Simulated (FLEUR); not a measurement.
Worked example: self-consistent single point of PdIn (Pm-3m, 2 atoms in the cell) in FLEUR.

Method: PBE, all-electron FLAPW (FLEUR), scalar-relativistic valence in FLEUR.

```yaml
crystal:
  lattice:
    - [3.28152, 0.00000, 0.00000]
    - [0.00000, 3.28152, 0.00000]
    - [0.00000, 0.00000, 3.28152]
  atoms:
    - { symbol: In, position: [0.50000, 0.50000, 0.50000] }
    - { symbol: Pd, position: [0.00000, 0.00000, 0.00000] }
```

Reference input (self-consistent single point, DFT, PBE, all-electron FLAPW (FLEUR), scalar-relativistic valence): Kmax = 4 1/bohr; GmaxXC = 16 1/bohr; xcFunctional = pbe; jspins = 1; l_soc = F; mode = hist; fermiSmearingEnergy = 0.00499791 Htr; mesh (inpgen div1-3) = 13 13 13; inpgen gamma flag = false; Gmax = 16 1/bohr; numbands = 0; maxIterBroyd = 15. This run's input differs from it in these lines:

```diff
@@ -14,3 +14,3 @@
 &comp jspins=1 /
-&kpt div1=13 div2=13 div3=13 /
+&kpt div1=3 div2=3 div3=3 /
 &end /
```

The program printed (abridged):

```
      Welcome to FLEUR        (www.flapw.de)
      MaX-Release 8.1          (www.max-centre.eu)

 ========== k-point set info ==========
 Selected k-point list: default-1
 k-point list type: mesh
 3 x 3 x 3
 Number of k points: 4

 ------------Calculation Setup---------------------------
           1           2           4
 Number of basis functions:          270
 Instability in determination of fermi-level,
 doubled temperature broading to continue
 Instability in determination of fermi-level,
 doubled temperature broading to continue
 Instability in determination of fermi-level,
 doubled temperature broading to continue
 Instability in determination of fermi-level,
 doubled temperature broading to continue
 Instability in determination of fermi-level,
 doubled temperature broading to continue
 Instability in determination of fermi-level,
 doubled temperature broading to continue
 Instability in determination of fermi-level,
 doubled temperature broading to continue
 Instability in determination of fermi-level,
 doubled temperature broading to continue
 Instability in determination of fermi-level,
 doubled temperature broading to continue
 Instability in determination of fermi-level,
 doubled temperature broading to continue
 Instability in determination of fermi-level,
 doubled temperature broading to continue
 Instability in determination of fermi-level,
 doubled temperature broading to continue
 Instability in determination of fermi-level,
 doubled temperature broading to continue
 Instability in determination of fermi-level,
 doubled temperature broading to continue
 Instability in determination of fermi-level,
 doubled temperature broading to continue
 Instability in determination of fermi-level,
 doubled temperature broading to continue
 Instability in determination of fermi-level,
 doubled temperature broading to continue
 Instability in determination of fermi-level,
 doubled temperature broading to continue
 Instability in determination of fermi-level,
 doubled temperature broading to continue
 Instability in determination of fermi-level,
 doubled temperature broading to continue
 Instability in determination of fermi-level,
 doubled temperature broading to continue
**************FLEUR-Error*****************
Error message: Determination of fermi-level did not converge
Error occurred in subroutine: ef_newton
Hint: change temp. broad., set gauss = T, or use finer k mesh
Error from PE:0/1
 Last known location:
```

The program stopped with an error. 

The starting cell has typed, rounded lattice constants, without a prior relaxation at this level. Its lattice was rescaled by a random factor within 2.5 % of one. Values depend on the basis (sphere radii, cutoffs, local orbitals), which need not be converged.
